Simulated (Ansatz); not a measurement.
# A computed series for Ta2N: pressure series

Take Ta$_{2}$N in the anti-CdI2 type structure (space group P-3m1, No. 164) as the base.

```
Ta2N
1.0
    3.06666     0.00000     0.00000
   -1.53333     2.65580     0.00000
    0.00000     0.00000     4.88450
N Ta
1 2
Direct
  0.00000   0.00000   0.00000
  0.33333   0.66667   0.25706
  0.66667   0.33333   0.74294
```

Cell and atoms are relaxed at each pressure.

Calculations: Kohn–Sham DFT with the r2SCAN+rVV10 functional, run in Ansatz (a quantum-chemistry and plane-wave program) with PAW and 500 eV plane waves, spin-orbit coupling left out.

Two rows of this table had their results exchanged by mistake.

```csv
pressure,volume per atom (Å³),shortest distance (Å),band gap
pressure −2 GPa,13.35,2.175,zero
pressure −1 GPa,13.31,2.173,zero
pressure 3 GPa,13.13,2.165,zero
pressure 7 GPa,12.97,2.157,zero
pressure 15 GPa,12.67,2.143,zero
pressure 30 GPa,10.70,2.040,zero
pressure 50 GPa,11.67,2.092,zero
pressure 75 GPa,11.14,2.064,zero
pressure 100 GPa,12.19,2.119,zero
```

Problem. Which two?

Solution. The rows for pressure 30 GPa and pressure 100 GPa: the volume has to fall steadily with pressure, so 12.19 Å³ belongs to pressure 30 GPa and 10.70 Å³ to pressure 100 GPa.

Load acts through the strain it causes; cell and atoms are relaxed under it. Whether these cells are dynamically stable was not tested. Competing high-pressure phases were not computed. All final runs are without spin polarisation. An odd electron count without spin: Ta2N.
